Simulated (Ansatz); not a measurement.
Consider a 34-atom cell of (Si,Ge) started in the type-II clathrate frame structure, site fractions Si 0.235, Ge 0.765, short-range order +0.02 among the nearest mixed sites of the first mixed sublattice (0 is random, a negative value favours unlike neighbours), space group P1 at the end. Its start:

```
CELL_PARAMETERS angstrom
     -0.00190     7.65351     7.66069
      7.65922    -0.00008     7.65888
      7.65909     7.65157     0.00004
ATOMIC_POSITIONS crystal
  Ge 0.99745 0.99899 0.99711
  Si 0.25135 0.24890 0.24900
  Ge 0.97703 0.33605 0.34187
  Ge 0.90614 0.91026 0.27652
  Ge 0.34242 0.97505 0.34211
  Si 0.90898 0.91072 0.90044
  Ge 0.34536 0.33673 0.34140
  Ge 0.90716 0.27667 0.90455
  Ge 0.34654 0.33916 0.97329
  Ge 0.27783 0.90958 0.90078
  Ge 0.88905 0.49258 0.49582
  Ge 0.13142 0.75564 0.36118
  Ge 0.49615 0.89431 0.11416
  Ge 0.74933 0.12915 0.75276
  Ge 0.12167 0.49296 0.49458
  Ge 0.74406 0.36249 0.75503
  Si 0.49244 0.12093 0.88814
  Ge 0.36091 0.75704 0.12634
  Ge 0.49217 0.88572 0.50451
  Si 0.36030 0.12977 0.76061
  Ge 0.12430 0.50066 0.88568
  Ge 0.75753 0.76007 0.12370
  Ge 0.49512 0.11543 0.50571
  Ge 0.75297 0.75489 0.36079
  Ge 0.89358 0.49729 0.11605
  Ge 0.13636 0.35841 0.75472
  Si 0.48813 0.49950 0.88911
  Ge 0.75496 0.36010 0.13137
  Si 0.89392 0.11633 0.49854
  Si 0.13034 0.75931 0.75920
  Ge 0.49546 0.49645 0.11389
  Si 0.35524 0.75045 0.75946
  Ge 0.11936 0.88776 0.50315
  Ge 0.75500 0.13064 0.36841
```

Calculation: r2SCAN (plane waves to 500 eV, PAW; Ansatz, a first-principles code). Scalar-relativistic, without spin–orbit coupling. Its k-point mesh 3×3×3, Fermi–Dirac width 0.01 eV.

### Question
Predict the alloy's volume and bond lengths.

### Answer
The volume per atom comes out as 25.29 Å³ and the Ge–Ge bonds (within 1.22 times the sum of covalent radii) is 2.452 Å on average, from 2.418 to 2.491 (40). The Ge–Si bonds (within 1.22 times the sum of covalent radii) is 2.408 Å on average, from 2.374 to 2.433 (24) and the Si–Si bonds (within 1.22 times the sum of covalent radii) is 2.380 Å on average, from 2.371 to 2.398 (4).
